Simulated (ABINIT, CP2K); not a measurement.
An ABINIT input for a self-consistent single point of Na2S (Fm-3m, 3 atoms in the cell) (DFT, LDA (PW92), plane waves, norm-conserving pseudopotentials (PseudoDojo nc-sr-04 LDA standard)):

```
# Na2S, PseudoDojo nc-sr-04 LDA standard
pp_dirpath "./"
pseudos "Na.upf, S.upf"
acell 8.6832897800 8.6832897800 8.6832897800
rprim
         0.0000000000    0.7071067812    0.7071067812
         0.7071067812    0.0000000000    0.7071067812
         0.7071067812    0.7071067812    0.0000000000
natom 3
ntypat 2
znucl 11 16
typat 1 1 2
xred
         0.2500000000    0.2500000000    0.2500000000
         0.7500000000    0.7500000000    0.7500000000
         0.0000000000    0.0000000000    0.0000000000
ecut 44
occopt 1
nband 14
kptopt 1
ngkpt 5 5 5
nshiftk 1
shiftk 0 0 0
nstep 80
tolvrs 1.0e-11
diemac 4
prtwf 0
prtden 0
prtvol 1
enunit 2
```

Problem. Write the same calculation as an input for CP2K.

Solution. One input that does it (others would too):

```
&GLOBAL
  PROJECT run
  RUN_TYPE ENERGY_FORCE
  PRINT_LEVEL MEDIUM
&END GLOBAL
&FORCE_EVAL
  METHOD Quickstep
  STRESS_TENSOR ANALYTICAL
  &DFT
    BASIS_SET_FILE_NAME BASIS_MOLOPT
    POTENTIAL_FILE_NAME GTH_POTENTIALS
    &QS
      METHOD GPW
      EPS_DEFAULT 1E-11
    &END QS
    &MGRID
      CUTOFF 950
      REL_CUTOFF 40
      NGRIDS 5
    &END MGRID
    &SCF
      SCF_GUESS ATOMIC
      EPS_SCF 1E-6
      MAX_SCF 100
      ADDED_MOS 5
      &DIAGONALIZATION
        ALGORITHM STANDARD
      &END DIAGONALIZATION
      &MIXING
        METHOD BROYDEN_MIXING
        ALPHA 0.2
        NBUFFER 8
        BETA 1
      &END MIXING
    &END SCF
    &KPOINTS
      SCHEME MONKHORST-PACK 5 5 5
    &END KPOINTS
    &XC
      &XC_FUNCTIONAL PADE
      &END XC_FUNCTIONAL
    &END XC
    &PRINT
      &MO
        EIGENVALUES T
        OCCUPATION_NUMBERS T
        NDIGITS 8
        FILENAME mo
        &EACH
          QS_SCF 0
        &END EACH
        ADD_LAST NUMERIC
      &END MO
      &MULLIKEN ON
      &END MULLIKEN
    &END PRINT
  &END DFT
  &SUBSYS
    &CELL
      ABC 4.59499900 4.59499937 4.59499929
      ALPHA_BETA_GAMMA 59.99999637 59.99999485 59.99999545
      PERIODIC XYZ
    &END CELL
    &COORD
      SCALED
      Na       0.25000000     0.25000000     0.25000000
      Na       0.75000000     0.75000000     0.75000000
      S        0.00000000     0.00000000     0.00000000
    &END COORD
    &KIND Na
      BASIS_SET DZVP-MOLOPT-SR-GTH
      POTENTIAL GTH-PADE-q9
    &END KIND
    &KIND S
      BASIS_SET DZVP-MOLOPT-SR-GTH
      POTENTIAL GTH-PADE-q6
    &END KIND
  &END SUBSYS
  &PRINT
    &FORCES ON
    &END FORCES
    &STRESS_TENSOR ON
    &END STRESS_TENSOR
  &END PRINT
&END FORCE_EVAL
```

Basis, cutoffs, solver keys and any potentials are the target program's own. This input uses DFT LDA (Pade form), GPW, DZVP-MOLOPT-SR-GTH basis, GTH-PADE potentials (GTH_POTENTIALS). LDA parametrisations can differ slightly between programs. Both were run: pressure -1.57 GPa in ABINIT and -1.41 in CP2K; gap on the mesh 2.304 eV in ABINIT and 2.252 in CP2K.

On ABINIT: the starting cell comes from a database of computed structures (which also holds hypothetical and non-ambient phases and stackings), without a prior relaxation at this level.

On CP2K: the starting cell comes from a database of computed structures (which also holds hypothetical and non-ambient phases and stackings), without a prior relaxation at this level. Values carry the incompleteness of an atom-centred basis.
